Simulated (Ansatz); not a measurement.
**Effect of x(Te) = 0.75, 12 atoms, P-6m2 on hypothetical P6_3/mmc SnS2**

Take SnS₂ in the 2H-MoS2 type structure (space group P6_3/mmc, No. 194; a = 3.589 Å, c = 11.889 Å; a hypothetical phase, not in the database extracts checked; layered, stacked along the Cartesian z axis) as the base.

The other end (x = 1) is TeS2 (space group P6_3/mmc, No. 194; a hypothetical phase, not in the database extracts checked; layered, stacked along the Cartesian z axis): 23.96 Å³/atom, gap 0.29 eV; this end may not be an ambient phase.

Now apply this change: Te replaces 75.0 % of the Sn, ordered in a cell of 12 atoms (starting symmetry P-6m2) and fully relaxed.

Method: PBE-D3(BJ), PAW, 420 eV (Ansatz, a first-principles code; no spin-orbit coupling). k-mesh 10×10×2 (Γ-centred); smearing 0.05 eV (Fermi–Dirac), for the changed cell.

| quantity | base | changed | shift |
|---|---|---|---|
| volume per atom | 22.10 Å³ | 23.25 Å³ | +1.15 Å³ |
| density | 4.58 g/cm³ | 4.51 g/cm³ | -0.07 g/cm³ |
| shortest interatomic distance | 2.626 Å | 2.652 Å | +0.026 Å |
| band gap | zero | 0.29 eV | – |
| gap character (in this cell's own zone, which can be folded) | – | indirect, K–Γ (80 % along) → K | – |
| mixing energy (to 0.01 eV only: unlike meshes or grids) (against an end that may be hypothetical) | – | 0.00 eV/atom | – |
| deviation of the volume from the linear (Vegard-type) interpolation | – | -1.1 % | – |
| mean first-shell distances | – | Sn–S 2.652 Å (end compound 2.626 Å), Te–S 2.713 Å (end compound 2.719 Å) | – |

These are small ordered cells, not random alloys; other orderings at the same x differ. Spin-orbit coupling, missing from the scalar runs, can matter with Te. Stability against distortions was not tested. All final runs are without spin polarisation. The zero or small gap of SnTe3S8, SnS2 and TeS2 can change with the level of theory. k-point labels follow each cell's own Brillouin zone.
